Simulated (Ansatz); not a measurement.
Consider interstitial B in beta Ga2O3, charge state +3. Calculation: PBE, PAW (plane waves to 420 eV; Ansatz, a first-principles code).

120-site cell at the relaxed PBE lattice, the Γ point alone, smearing 0.01 eV, spin-restricted, no finite-size correction. Static, classical nuclei. The charge state is imposed; whether it is stable for some Fermi level was not computed. Sites that were not tried may lie lower.

Barriers: single points on a 2×2×2 k-point mesh shifted by half a step at the bands' geometries.

Relaxed starting cell (atoms counted from 1):

```yaml
crystal:
  lattice:
    - [12.45496, 0.00000, 0.00000]
    - [0.00000, 9.25026, 0.00000]
    - [-2.78275, 0.00000, 11.42039]
  atoms:
    - { symbol: Ga, position: [0.08918, 0.99979, 0.39818] }
    - { symbol: Ga, position: [0.09590, 0.99965, 0.90023] }
    - { symbol: Ga, position: [0.08832, 0.33334, 0.39753] }
    - { symbol: Ga, position: [0.09275, 0.33280, 0.89654] }
    - { symbol: Ga, position: [0.08833, 0.66623, 0.39754] }
    - { symbol: Ga, position: [0.09274, 0.66651, 0.89654] }
    - { symbol: Ga, position: [0.40733, 0.16606, 0.10145] }
    - { symbol: Ga, position: [0.40970, 0.16780, 0.60081] }
    - { symbol: Ga, position: [0.41018, 0.49969, 0.10477] }
    - { symbol: Ga, position: [0.41396, 0.49970, 0.60222] }
    - { symbol: Ga, position: [0.40734, 0.83333, 0.10147] }
    - { symbol: Ga, position: [0.40969, 0.83160, 0.60081] }
    - { symbol: Ga, position: [0.15788, 0.16754, 0.15715] }
    - { symbol: Ga, position: [0.16332, 0.16837, 0.65638] }
    - { symbol: Ga, position: [0.15777, 0.49970, 0.15619] }
    - { symbol: Ga, position: [0.15973, 0.49977, 0.65577] }
    - { symbol: Ga, position: [0.15789, 0.83184, 0.15716] }
    - { symbol: Ga, position: [0.16330, 0.83116, 0.65639] }
    - { symbol: Ga, position: [0.33545, 0.99977, 0.34165] }
    - { symbol: Ga, position: [0.34217, 0.99968, 0.84187] }
    - { symbol: Ga, position: [0.33817, 0.33440, 0.34273] }
    - { symbol: Ga, position: [0.34188, 0.33426, 0.84287] }
    - { symbol: Ga, position: [0.33819, 0.66514, 0.34274] }
    - { symbol: Ga, position: [0.34189, 0.66512, 0.84287] }
    - { symbol: O, position: [0.16522, 0.99968, 0.05696] }
    - { symbol: O, position: [0.16302, 0.99977, 0.55477] }
    - { symbol: O, position: [0.16275, 0.33303, 0.05421] }
    - { symbol: O, position: [0.16416, 0.33391, 0.55356] }
    - { symbol: O, position: [0.16274, 0.66634, 0.05420] }
    - { symbol: O, position: [0.16417, 0.66565, 0.55357] }
    - { symbol: O, position: [0.33646, 0.16726, 0.44505] }
    - { symbol: O, position: [0.33810, 0.16617, 0.94370] }
    - { symbol: O, position: [0.33766, 0.49978, 0.44691] }
    - { symbol: O, position: [0.34023, 0.49969, 0.94649] }
    - { symbol: O, position: [0.33645, 0.83226, 0.44506] }
    - { symbol: O, position: [0.33812, 0.83319, 0.94372] }
    - { symbol: O, position: [0.17164, 0.99974, 0.28283] }
    - { symbol: O, position: [0.17535, 0.99968, 0.78149] }
    - { symbol: O, position: [0.17169, 0.33296, 0.28240] }
    - { symbol: O, position: [0.17645, 0.33456, 0.78169] }
    - { symbol: O, position: [0.17170, 0.66653, 0.28239] }
    - { symbol: O, position: [0.17645, 0.66485, 0.78169] }
    - { symbol: O, position: [0.32510, 0.16822, 0.21780] }
    - { symbol: O, position: [0.32881, 0.16660, 0.71668] }
    - { symbol: O, position: [0.32542, 0.49975, 0.21895] }
    - { symbol: O, position: [0.33017, 0.49971, 0.71659] }
    - { symbol: O, position: [0.32511, 0.83124, 0.21782] }
    - { symbol: O, position: [0.32881, 0.83280, 0.71668] }
    - { symbol: O, position: [0.49525, 0.99971, 0.12565] }
    - { symbol: O, position: [0.49690, 0.99970, 0.62141] }
    - { symbol: O, position: [0.49599, 0.33160, 0.13106] }
    - { symbol: O, position: [0.50274, 0.33049, 0.62549] }
    - { symbol: O, position: [0.49598, 0.66778, 0.13108] }
    - { symbol: O, position: [0.50275, 0.66892, 0.62550] }
    - { symbol: O, position: [0.00092, 0.16521, 0.37586] }
    - { symbol: O, position: [0.00684, 0.16481, 0.87066] }
    - { symbol: O, position: [0.00162, 0.49980, 0.37118] }
    - { symbol: O, position: [0.00570, 0.49965, 0.86935] }
    - { symbol: O, position: [0.00091, 0.83436, 0.37586] }
    - { symbol: O, position: [0.00683, 0.83449, 0.87065] }
    - { symbol: Ga, position: [0.57771, 0.16745, 0.37986] }
    - { symbol: Ga, position: [0.58803, 0.16714, 0.90030] }
    - { symbol: Ga, position: [0.59383, 0.49980, 0.40203] }
    - { symbol: Ga, position: [0.58691, 0.49965, 0.90280] }
    - { symbol: Ga, position: [0.57780, 0.83221, 0.37995] }
    - { symbol: Ga, position: [0.58802, 0.83221, 0.90033] }
    - { symbol: Ga, position: [0.91027, 0.99967, 0.10523] }
    - { symbol: Ga, position: [0.93089, 0.99978, 0.62758] }
    - { symbol: Ga, position: [0.91130, 0.33307, 0.10287] }
    - { symbol: Ga, position: [0.90941, 0.33405, 0.60088] }
    - { symbol: Ga, position: [0.91131, 0.66627, 0.10284] }
    - { symbol: Ga, position: [0.90936, 0.66553, 0.60085] }
    - { symbol: Ga, position: [0.65701, 0.99973, 0.15443] }
    - { symbol: Ga, position: [0.65098, 0.99963, 0.68000] }
    - { symbol: Ga, position: [0.65696, 0.33365, 0.15639] }
    - { symbol: Ga, position: [0.66121, 0.34425, 0.67245] }
    - { symbol: Ga, position: [0.65693, 0.66576, 0.15641] }
    - { symbol: Ga, position: [0.66120, 0.65498, 0.67259] }
    - { symbol: Ga, position: [0.84184, 0.17587, 0.33518] }
    - { symbol: Ga, position: [0.84733, 0.16599, 0.84722] }
    - { symbol: Ga, position: [0.84065, 0.49978, 0.34349] }
    - { symbol: Ga, position: [0.84807, 0.49961, 0.84900] }
    - { symbol: Ga, position: [0.84184, 0.82364, 0.33508] }
    - { symbol: Ga, position: [0.84732, 0.83331, 0.84721] }
    - { symbol: O, position: [0.66583, 0.16631, 0.05438] }
    - { symbol: O, position: [0.67968, 0.12789, 0.53185] }
    - { symbol: O, position: [0.66368, 0.49970, 0.05659] }
    - { symbol: O, position: [0.66709, 0.49970, 0.56051] }
    - { symbol: O, position: [0.66582, 0.83309, 0.05441] }
    - { symbol: O, position: [0.67975, 0.87216, 0.53191] }
    - { symbol: O, position: [0.82586, 0.99999, 0.46670] }
    - { symbol: O, position: [0.83548, 0.99964, 0.94705] }
    - { symbol: O, position: [0.83410, 0.33182, 0.44435] }
    - { symbol: O, position: [0.83784, 0.33192, 0.94521] }
    - { symbol: O, position: [0.83403, 0.66781, 0.44432] }
    - { symbol: O, position: [0.83784, 0.66734, 0.94518] }
    - { symbol: O, position: [0.67403, 0.16421, 0.27964] }
    - { symbol: O, position: [0.67183, 0.16876, 0.77967] }
    - { symbol: O, position: [0.67379, 0.49977, 0.28416] }
    - { symbol: O, position: [0.67669, 0.49962, 0.79088] }
    - { symbol: O, position: [0.67404, 0.83533, 0.27967] }
    - { symbol: O, position: [0.67184, 0.83056, 0.77972] }
    - { symbol: O, position: [0.82831, 0.99974, 0.22602] }
    - { symbol: O, position: [0.82628, 0.99975, 0.72141] }
    - { symbol: O, position: [0.82497, 0.33405, 0.21597] }
    - { symbol: O, position: [0.82396, 0.32855, 0.71606] }
    - { symbol: O, position: [0.82496, 0.66540, 0.21594] }
    - { symbol: O, position: [0.82389, 0.67090, 0.71600] }
    - { symbol: O, position: [0.99524, 0.16591, 0.13010] }
    - { symbol: O, position: [0.00021, 0.17125, 0.62954] }
    - { symbol: O, position: [0.99550, 0.49967, 0.12693] }
    - { symbol: O, position: [0.99500, 0.49981, 0.62725] }
    - { symbol: O, position: [0.99523, 0.83343, 0.13009] }
    - { symbol: O, position: [0.00018, 0.82831, 0.62951] }
    - { symbol: O, position: [0.49626, 0.99979, 0.36370] }
    - { symbol: O, position: [0.50581, 0.99968, 0.86600] }
    - { symbol: O, position: [0.50429, 0.33591, 0.37800] }
    - { symbol: O, position: [0.50448, 0.33299, 0.86951] }
    - { symbol: O, position: [0.50436, 0.66376, 0.37812] }
    - { symbol: O, position: [0.50449, 0.66634, 0.86952] }
    - { symbol: B, position: [0.73102, 0.00005, 0.50919] }
```
Cell charge +3.

End state 1 differs by these moves (Å; atoms that move under 0.08 Å are left out):

```
atom  element     Δx     Δy     Δz
----  -------  -----  -----  -----
61         Ga  -0.08  -0.01  -0.08
65         Ga   0.12   0.00   0.22
68         Ga  -0.08  -0.01  -0.08
70         Ga   0.12   0.00   0.22
74         Ga   0.14  -0.09  -0.17
76         Ga  -0.01  -0.02  -0.09
78         Ga   0.03   0.10  -0.18
79         Ga   0.14  -0.09  -0.17
81         Ga   0.03   0.10  -0.18
83         Ga  -0.01  -0.02  -0.09
86          O  -0.06   0.35   0.02
90          O  -0.23  -0.35   0.27
91          O  -0.06   0.35   0.02
93          O  -0.23  -0.35   0.27
110         O   0.03  -0.05   0.08
114         O  -0.02   0.02  -0.09
115         O   0.03  -0.05   0.08
117         O  -0.02   0.02  -0.09
121         B   0.53   1.53  -0.21
```

**Question.** Estimate the forward and backward barriers to end state 1 that PBE, PAW returns for this input.

**Answer.** forward 1.31 eV, backward 1.31 eV; at the saddle point atom 121 has neighbours 2 O at 1.28 Å. The saddle point's order was not checked.
